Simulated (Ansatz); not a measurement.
Functionals compared on the (322) surface of bcc Mo in its 1x1 cell, outermost plane spacing 0.38 Å in the ideal cut, in Ansatz (plane waves, PAW). The structure was relaxed with PBE; the other rows are single points on it, each with its references at the same level. Cutoff 420 eV (500 eV for r2SCAN).

Set-up: 28 atoms, 10.3 Å thick at the start (thin: gaps and levels are the slab's own); mesh 9x4x1; 0.1 eV smearing; dipole correction on; all atoms relaxed; held to the part of the start's symmetry that mesh and held atoms allow; no spin, no spin-orbit, no U. These notes are the PBE run's.

| functional | surface energy (J/m²) | work function of the top face (eV) | rough cost of the single point |
|---|---|---|---|
| PBE | 3.02 | 3.96 | – |
| LDA | 3.42 | 4.26 | around 4 core-minutes (rough) |
| PBEsol | 3.34 | 4.05 | roughly 4 core-minutes |
| RPBE | 2.83 | 3.80 | about 4 core-minutes (a rough figure) |
| r2SCAN | (withheld) | (withheld) | about 7 core-minutes (a rough figure) |

Task: Complete the blanks.

Result: 
- r2SCAN, surface energy (J/m²): 3.24
- r2SCAN, work function of the top face (eV): 3.95

Ansatz is a program for electronic structure.
